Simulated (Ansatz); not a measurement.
The reference is HfC in the rock salt structure (space group Fm-3m, No. 225; a = 4.607 Å; relaxed with 0.1 eV smearing).

Method: PBEsol (Ansatz, a quantum-chemistry and plane-wave program; PAW; 420 eV plane waves; no SOC).

Before the change:

The pressure is 0.0 GPa and the band gap comes out as zero.

One thing is altered: every lattice vector is shortened by 3.00 %; the atoms relax in the strained cell.

Problem. How does this affect the energy relative to the base, pressure and band gap?

Solution. The energy increases by 84 meV/atom; the pressure goes from zero to 27.1 GPa; the band gap stays zero.

Whether these cells are dynamically stable was not tested. The final runs are not spin-polarised.
